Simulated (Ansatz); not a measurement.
## A computed series for SnS: response to strain

The parent structure is SnS in the zinc blende structure (space group F-43m, No. 216; a = 6.4104 Å; a cell from a computed database, its experimental status unchecked; relaxed with 0.1 eV smearing). Axes: x, y, z lie along the cube axes.

Strains are applied to the cell and any free atomic positions relax.

All numbers come from PBEsol (Ansatz, an electronic-structure program, PAW, no spin-orbit coupling).

Candidates:
(a) isotropic strain −0.61 %
(b) uniaxial strain ε_yy = +2.91 %
(c) uniaxial strain ε_xx = −0.76 %
(d) uniaxial strain ε_xx = +3.90 %

Notes on the quantities. energy relative to the base: free energy F.

Q: Order them by energy relative to the base, highest first.

A: (d) uniaxial strain ε_xx = +3.90 % (+5.4 meV/atom), (b) uniaxial strain ε_yy = +2.91 % (+3.0 meV/atom), (a) isotropic strain −0.61 % (+1.3 meV/atom), (c) uniaxial strain ε_xx = −0.76 % (+0.2 meV/atom)

No phonon test of stability was made. All final runs are without spin polarisation.
